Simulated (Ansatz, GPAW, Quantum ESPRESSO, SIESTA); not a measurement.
GaCu3 (P1, 8 atoms in the cell) computed with different codes at matched settings

Self-consistent single point, at a second geometry (atoms moved at random). First geometry:

```yaml
crystal:
  lattice:
    - [5.15739, 0.00000, 0.00000]
    - [-2.57870, 4.46643, 0.00000]
    - [0.00000, 0.00000, 4.20124]
  atoms:
    - { symbol: Ga, position: [0.33333, 0.66667, 0.75000] }
    - { symbol: Ga, position: [0.66667, 0.33333, 0.25000] }
    - { symbol: Cu, position: [0.16539, 0.33077, 0.25000] }
    - { symbol: Cu, position: [0.83461, 0.66923, 0.75000] }
    - { symbol: Cu, position: [0.83461, 0.16539, 0.75000] }
    - { symbol: Cu, position: [0.16539, 0.83461, 0.25000] }
    - { symbol: Cu, position: [0.66923, 0.83461, 0.25000] }
    - { symbol: Cu, position: [0.33077, 0.16539, 0.75000] }
```

Second geometry:
```xyz
8
Lattice="5.1574 0.0000 0.0000 -2.5787 4.4664 0.0000 0.0000 0.0000 4.2012" Properties=species:S:1:pos:R:3 pbc="T T T"
Ga     0.0065     2.9802     3.1431
Ga     2.5868     1.5007     1.0637
Cu     0.0497     1.4811     1.1020
Cu     2.6183     2.9716     3.1297
Cu     3.8550     0.7731     3.1513
Cu    -1.3664     3.6894     1.0153
Cu     1.2909     3.7355     1.0459
Cu     1.2741     0.7341     3.1539
```

Shared settings, as Ansatz (a program for electronic structure) writes them: kpoints.mp_grid.grid = 5 5 5; scf.occupations.method = gaussian; scf.occupations.width = 0.1 eV. Potentials and cutoffs stand in the table.

```json
[
 {"code": "GPAW", "model": "LDA (Perdew-Wang 92), GPAW PAW datasets LDA (gpaw-data 1.0.1)", "ΔF from the first geometry (meV/atom)": "6.7", "pressure (GPa)": "-5.38", "largest force (eV/Å)": "0.498", "cutoff": "850 eV"},
 {"code": "SIESTA", "model": "LDA PW92, numerical atomic orbitals DZP, PseudoDojo LDA standard norm-conserving potentials (rewritten from UPF to PSML)", "ΔF from the first geometry (meV/atom)": "6.9", "pressure (GPa)": "-6.20", "largest force (eV/Å)": "0.491", "cutoff": "grid 400 Ry"},
 {"code": "Quantum ESPRESSO", "model": "LDA (PZ), PSlibrary ultrasoft (LDA) pseudopotentials", "ΔF from the first geometry (meV/atom)": "6.5", "pressure (GPa)": "-6.38", "largest force (eV/Å)": "0.487", "cutoff": "70 Ry"},
 {"code": "Ansatz", "model": "LDA (PW92), PAW files made with PBE", "ΔF from the first geometry (meV/atom)": "6.3", "pressure (GPa)": "-6.65", "largest force (eV/Å)": "0.475", "cutoff": "420 eV"}
]
```

Size of the force on each atom (eV/Å): Sizes of forces hide their directions.

```tsv
code	Ga1	Ga2	Cu3	Cu4	Cu5	Cu6	Cu7	Cu8
GPAW	0.155	0.303	0.387	0.425	0.400	0.498	0.118	0.101
SIESTA	0.215	0.396	0.419	0.491	0.474	0.476	0.177	0.186
Quantum ESPRESSO	0.147	0.289	0.372	0.411	0.388	0.487	0.114	0.097
Ansatz	0.142	0.279	0.364	0.398	0.373	0.475	0.113	0.092
```

On Ansatz's run: spin polarisation is off.

The spread over the programs that give each value: ΔF from the first geometry within 0.6 meV/atom; pressure within 1.27 GPa; largest force within 0.023 eV/Å.

SIESTA uses small atom-centred bases, whose incompleteness enters pressures, forces and empty levels differently from a plane-wave cutoff. Ansatz's pressure is given at a fixed set of plane waves, as the other plane-wave codes print theirs; with its correction for the finite basis it is -6.57 GPa. The same LDA comes in different parametrisations, which differ slightly. In the force vectors, SIESTA (by 0.146) lies more than 0.08 eV/Å from the median of the plane-wave programs.

The starting cell comes from a database of computed structures (which also holds hypothetical and non-ambient phases and stackings), without a prior relaxation at this level. For this run, on top of that: atoms moved at random.

Left out of this page: FLEUR (with a known weakness of the program).

Keys are those of Ansatz 0.2.
